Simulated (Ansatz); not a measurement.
Band structure of Mo3Si (Pm-3n, 8 atoms in the cell).

```xyz
8
Lattice="4.9389 0.0000 0.0000 0.0000 4.9389 0.0000 0.0000 0.0000 4.9389" Properties=species:S:1:pos:R:3 pbc="T T T"
Si     2.4695     2.4695     2.4695
Si     0.0000     0.0000     0.0000
Mo     1.2347     0.0000     2.4695
Mo     2.4695     1.2347     0.0000
Mo     2.4695     3.7042     0.0000
Mo     3.7042     0.0000     2.4695
Mo     0.0000     2.4695     3.7042
Mo     0.0000     2.4695     1.2347
```

Level of theory: PBE (plane waves, PAW; Ansatz, a quantum-chemistry and plane-wave program).

Settings: basis.ecutwfc = 30.9 Ry; kpoints.mp_grid.grid = 5 5 5; hamiltonian.xc = pbe; hamiltonian.pseudopotentials = {kind: paw} (the program's default PAW files); scf.occupations.method = gaussian; scf.occupations.width = 0.0147 Ry; kpoints.band_path.npoints = 8.

The starting cell has typed, rounded lattice constants, without a prior relaxation at this level. Its lattice was rescaled by a random factor within 2.5 % of one. Spin polarisation is off.

Levels in eV from the Fermi level, bands 42 to 49:
```tsv
point	42	43	44	45	46	47	48	49
Γ	-2.09	-1.52	-1.52	1.18	1.18	1.18	1.87	2.25
X	-2.35	-1.69	-1.69	0.18	0.18	0.89	0.89	1.44
M	-1.18	-1.05	-0.89	-0.89	-0.80	-0.66	-0.47	-0.16
R	-1.68	-1.22	-1.22	-1.22	-1.22	-1.22	-1.22	1.20
```

Bands cross the Fermi level along this path, so the cell is metallic at this level.

Keys are those of Ansatz 0.2.
